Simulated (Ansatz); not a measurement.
Defect migration in fcc Cu: In-vacancy pair (In on one host Cu site, one Cu site vacant), neutral cell. Method: PBE, PAW (plane waves to 420 eV; Ansatz, a program for electronic structure).

Cell of 32 host sites held at the relaxed PBE lattice; a 2×2×2 k-point mesh shifted by half a step; Fermi-Dirac width 0.10 eV, spin-restricted; finite-size errors left in. No zero-point or tunnelling terms. Forms of the defect that were not tried may lie lower.

Barriers: single points on a 4×4×4 k-point mesh shifted by half a step at the bands' geometries (they differ from the bands' own by up to 0.11 eV, and are uncertain by about as much).

The step: the In atom itself jumps into the vacancy (In-vacancy distance between ideal sites 2.57 Å throughout). Atoms about the jump, Cartesian Å from the middle of the jump, before and after:

```
atom     x0     y0     z0     x1     y1     z1
----  -----  -----  -----  -----  -----  -----
In1    0.00  -0.73  -0.73   0.00   0.73   0.73
Cu2   -1.92   0.98  -0.92  -1.92   0.92  -0.98
Cu3   -1.92  -0.92   0.98  -1.92  -0.98   0.92
Cu4    1.92   0.98  -0.92   1.92   0.92  -0.98
Cu5    1.92  -0.92   0.98   1.92  -0.98   0.92
Cu6    0.00   2.67  -0.88   0.00   2.77  -0.95
Cu7    0.00   0.95  -2.77   0.00   0.88  -2.67
Cu8    0.00  -0.88   2.67   0.00  -0.95   2.77
Cu9    0.00  -2.77   0.95   0.00  -2.67   0.88
Cu10   1.80   2.70   0.91   1.82   2.76   0.90
Cu11  -1.80   0.91   2.70  -1.82   0.90   2.76
Cu12  -1.80   2.70   0.91  -1.82   2.76   0.90
Cu13  -1.82  -0.90  -2.76  -1.80  -0.91  -2.70
Cu14   1.82  -2.76  -0.90   1.80  -2.70  -0.91
Cu15  -1.82  -2.75  -0.90  -1.80  -2.71  -0.92
Cu16   1.82  -0.90  -2.76   1.80  -0.91  -2.70
Cu17   1.80   0.92   2.71   1.82   0.90   2.75
Cu18   0.00   2.70   2.70   0.00   2.73   2.73
Cu19   0.00  -2.73  -2.73   0.00  -2.70  -2.70
Cu20  -3.63   0.94   0.93  -3.63   0.92   0.91
Cu21  -3.63  -0.91  -0.92  -3.63  -0.93  -0.94
```

Q: Predict the transition state.

A: 
| atom | x | y | z |
|---|---|---|---|
| In1 | 0.00 | 0.00 | -0.01 |
| Cu2 | -2.07 | 0.99 | -1.00 |
| Cu3 | -2.07 | -1.00 | 0.98 |
| Cu4 | 2.07 | 0.99 | -1.00 |
| Cu5 | 2.07 | -0.99 | 0.98 |
| Cu6 | 0.00 | 2.69 | -0.91 |
| Cu7 | 0.00 | 0.90 | -2.70 |
| Cu8 | 0.00 | -0.91 | 2.68 |
| Cu9 | 0.00 | -2.69 | 0.89 |
| Cu10 | 1.76 | 2.69 | 0.88 |
| Cu11 | -1.76 | 0.89 | 2.69 |
| Cu12 | -1.76 | 2.70 | 0.89 |
| Cu13 | -1.76 | -0.90 | -2.71 |
| Cu14 | 1.76 | -2.70 | -0.90 |
| Cu15 | -1.76 | -2.70 | -0.91 |
| Cu16 | 1.76 | -0.90 | -2.71 |
| Cu17 | 1.76 | 0.89 | 2.69 |
| Cu18 | 0.00 | 2.69 | 2.69 |
| Cu19 | 0.00 | -2.70 | -2.71 |
| Cu20 | -3.63 | 0.96 | 0.95 |
| Cu21 | -3.63 | -0.96 | -0.97 |
It lies 0.37 eV above the start and 0.37 eV above the end. The saddle point's order was not checked, and it lies on a symmetry element of the cell, where a band can be held.
